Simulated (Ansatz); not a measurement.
The reference is C in the diamond structure (space group Fd-3m, No. 227).

```
C
1.0
    0.00000     1.78014     1.78014
    1.78014     0.00000     1.78014
    1.78014     1.78014     0.00000
C
2
Direct
  0.50000   0.50000   0.50000
  0.75000   0.75000   0.75000
```

Cartesian axes are those of the cell as printed.

Method: DFT with r2SCAN, PAW potentials and a 500 eV plane-wave cutoff in Ansatz (a first-principles code), no SOC, earlier PAW set.

Before the change:

* **Band gap**: 4.36 eV
* **Valence-band top at Γ**: 0.00, 0.00, 0.00 eV
* **Smallest direct gap**: 5.89 eV
* **Shortest interatomic distance**: 1.542 Å

It is then changed as follows: the cell is stretched by 3.77 % along x with no lateral relaxation, atoms relaxed at fixed cell.

**Question.** How does this affect the band gap?

**Answer.** The band gap decreases by 0.57 eV to 3.79 eV.

**Question.** Estimate the effect on the valence-band top at Γ.

**Answer.** The valence-band top at Γ (three highest levels, from the VBM) becomes 0.00, 0.00, -0.60 eV (base: 0.00, 0.00, 0.00 eV).

**Question.** How does this affect the smallest direct gap?

**Answer.** The smallest direct gap decreases by 0.45 eV to 5.44 eV.

**Question.** What does the calculation give for the shortest interatomic distance after the change?

**Answer.** The shortest interatomic distance rises by 0.0196 Å to 1.561 Å.

The cells carry an imposed strain or load. No phonon test of stability was made.
